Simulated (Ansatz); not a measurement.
**H on the 1x1 (100) surface of fcc Pt (the real clean face reconstructs), one in a 2x2 cell, started at the site 'hollow Pt-Pt-Pt-Pt over Pt at depth 1.9 Å'**

Level of theory: PBE (plane waves to 420 eV, PAW; Ansatz, a first-principles code).

Set-up: 17 atoms, 5.8 Å thick at the start under the adsorbate (thin: gaps and levels are the slab's own); mesh 5x5x1; 0.1 eV smearing; dipole correction on; 8 atoms held, the rest relaxed; start symmetry kept, larger cells not searched; no spin, no spin-orbit, no U, no dispersion correction. At the end it is bonded to 4 Pt. In PBE this state lies 0.35 eV over the lowest of the starts that converged ('bridge Pt-Pt (span 2.8 Å)').

| Property | Value |
|---|---|
| adsorption energy against ½ H2(g) | -0.25 eV |
| work function of the top face | 5.62 eV |
| change of the work function | -0.015 eV |
| change of the step from the bottom to the top vacuum level, against the clean slab | -0.009 eV |
| energy released by relaxation | 0.076 eV |
| height of the binding atom over the mean of the host atoms within 0.3 Å of the top one | 0.594 Å |
| nearest host atoms of the binding atom | Pt at 2.06 Å, Pt at 2.06 Å, Pt at 2.06 Å |
| largest move of a host atom | 0.06 Å |
| cost | around 6 core-minutes (rough) |

A negative adsorption energy means that the adsorbate is more stable on the surface than in its reference.
